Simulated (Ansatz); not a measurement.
Partial pair distribution functions of a relaxed model of amorphous In9Ga9Zn9O36H2, broadened by 0.06 Å; density 5.83 g/cm³. Computed with PBE, scalar-relativistic without spin-orbit coupling (plane waves to 420 eV, PAW; Ansatz, a quantum-chemistry and plane-wave program). The usual formal charges leave 2 electrons over, so the level spacing at the Fermi energy parts defect or band states and needn't be the band gap.

The cell was made by melting and quenching with the CHGNet potential and then relaxed with DFT. O atoms were pushed apart under 1.9 Å during the dynamics, to hinder bonds among them. The hot cell started wider than the set density and was brought back towards it in steps. It is the lowest in DFT energy of 2 quenches. It is a model cell: composition and starting density were chosen by hand, and all elements were melted together. No dispersion term was used. Its density started from a set value of 5.83 and ended at 5.83 g/cm³. The quench (nominally 530 K/ps over its main leg) was far faster than any real one, so the model tends to hold more defects than a real film. One small periodic cell is one sample of the glass; other quenches scatter about these values. The volume was held where the preparation left it, at a PBE pressure of 4.3 GPa. Stress components on the final sampling reach 6.0 GPa. On a 2×2×2 Γ-centred mesh force components of up to 0.19 eV/Å stay, since the relaxation ran on the zone centre alone.

```json
[
 {"r (Å)": "1.60", "g In-O": "0.00", "g Ga-O": "0.00", "g In-In": "0.00", "g Ga-Ga": "0.00"},
 {"r (Å)": "1.70", "g In-O": "0.00", "g Ga-O": "0.36", "g In-In": "0.00", "g Ga-Ga": "0.00"},
 {"r (Å)": "1.80", "g In-O": "0.00", "g Ga-O": "4.52", "g In-In": "0.00", "g Ga-Ga": "0.00"},
 {"r (Å)": "1.90", "g In-O": "0.10", "g Ga-O": "9.68", "g In-In": "0.00", "g Ga-Ga": "0.00"},
 {"r (Å)": "2.00", "g In-O": "1.83", "g Ga-O": "4.92", "g In-In": "0.00", "g Ga-Ga": "0.00"},
 {"r (Å)": "2.10", "g In-O": "5.57", "g Ga-O": "2.15", "g In-In": "0.00", "g Ga-Ga": "0.00"},
 {"r (Å)": "2.20", "g In-O": "6.40", "g Ga-O": "0.64", "g In-In": "0.00", "g Ga-Ga": "0.00"},
 {"r (Å)": "2.30", "g In-O": "3.97", "g Ga-O": "0.03", "g In-In": "0.00", "g Ga-Ga": "0.00"},
 {"r (Å)": "2.40", "g In-O": "1.63", "g Ga-O": "0.00", "g In-In": "0.00", "g Ga-Ga": "0.00"},
 {"r (Å)": "2.50", "g In-O": "0.46", "g Ga-O": "0.01", "g In-In": "0.00", "g Ga-Ga": "0.00"},
 {"r (Å)": "2.60", "g In-O": "0.13", "g Ga-O": "0.16", "g In-In": "0.00", "g Ga-Ga": "0.01"},
 {"r (Å)": "2.70", "g In-O": "0.31", "g Ga-O": "0.12", "g In-In": "0.00", "g Ga-Ga": "0.35"},
 {"r (Å)": "2.80", "g In-O": "0.14", "g Ga-O": "0.17", "g In-In": "0.00", "g Ga-Ga": "1.86"},
 {"r (Å)": "2.90", "g In-O": "0.01", "g Ga-O": "0.27", "g In-In": "0.07", "g Ga-Ga": "1.53"},
 {"r (Å)": "3.00", "g In-O": "0.17", "g Ga-O": "0.16", "g In-In": "1.16", "g Ga-Ga": "0.33"},
 {"r (Å)": "3.10", "g In-O": "0.49", "g Ga-O": "0.33", "g In-In": "2.42", "g Ga-Ga": "2.28"},
 {"r (Å)": "3.20", "g In-O": "0.59", "g Ga-O": "0.40", "g In-In": "2.12", "g Ga-Ga": "2.86"},
 {"r (Å)": "3.30", "g In-O": "0.30", "g Ga-O": "0.45", "g In-In": "2.35", "g Ga-Ga": "3.60"},
 {"r (Å)": "3.40", "g In-O": "0.10", "g Ga-O": "0.51", "g In-In": "2.87", "g Ga-Ga": "3.31"},
 {"r (Å)": "3.50", "g In-O": "0.46", "g Ga-O": "0.75", "g In-In": "2.70", "g Ga-Ga": "1.04"},
 {"r (Å)": "3.60", "g In-O": "0.59", "g Ga-O": "1.08", "g In-In": "2.02", "g Ga-Ga": "0.81"},
 {"r (Å)": "3.70", "g In-O": "0.49", "g Ga-O": "1.18", "g In-In": "1.80", "g Ga-Ga": "1.15"},
 {"r (Å)": "3.80", "g In-O": "0.61", "g Ga-O": "1.36", "g In-In": "1.39", "g Ga-Ga": "1.28"},
 {"r (Å)": "3.90", "g In-O": "1.23", "g Ga-O": "1.57", "g In-In": "0.38", "g Ga-Ga": "0.14"},
 {"r (Å)": "4.00", "g In-O": "1.19", "g Ga-O": "1.30", "g In-In": "1.89", "g Ga-Ga": "0.05"},
 {"r (Å)": "4.10", "g In-O": "1.22", "g Ga-O": "1.08", "g In-In": "1.64", "g Ga-Ga": "0.51"},
 {"r (Å)": "4.20", "g In-O": "1.39", "g Ga-O": "0.96", "g In-In": "0.18", "g Ga-Ga": "0.36"},
 {"r (Å)": "4.30", "g In-O": "1.37", "g Ga-O": "1.43", "g In-In": "0.48", "g Ga-Ga": "0.04"},
 {"r (Å)": "4.40", "g In-O": "0.93", "g Ga-O": "1.42", "g In-In": "0.31", "g Ga-Ga": "0.41"},
 {"r (Å)": "4.50", "g In-O": "0.99", "g Ga-O": "1.52", "g In-In": "0.01", "g Ga-Ga": "0.87"},
 {"r (Å)": "4.60", "g In-O": "1.52", "g Ga-O": "1.42", "g In-In": "0.00", "g Ga-Ga": "0.43"}
]
```

Within 2.86 Å each In has 5.67 O neighbours on average.
